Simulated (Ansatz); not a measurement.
Start from K in the bcc (W type) structure (space group Im-3m, No. 229; a = 5.2123 Å).

Computed with PBEsol, PAW, 420 eV (Ansatz, a quantum-chemistry and plane-wave program; no spin-orbit coupling).

For the base:

```
Property                     Result
---------------  ------------------
Volume per atom            70.80 Å³
Magnetic state   not spin-polarised
```

The change: full substitution K → Pr, then cell and atoms are relaxed.

**Question.** Estimate the effect on the volume per atom.

**Answer.** The volume per atom falls by 45.81 Å³, from 70.80 Å³ to 24.99 Å³.

**Question.** How does this affect the magnetic state?

**Answer.** The magnetic state goes from not spin-polarised to ferromagnetic.

The magnetic state is the one reached from the starting moments; the real material's order can differ, and small cells can't hold many antiferromagnetic ones. The 4f electrons are in the valence with no U and their state was not checked, so volumes and moments can be off. No phonon test of stability was made. This is not the structure that Pr has at room temperature and ambient pressure.
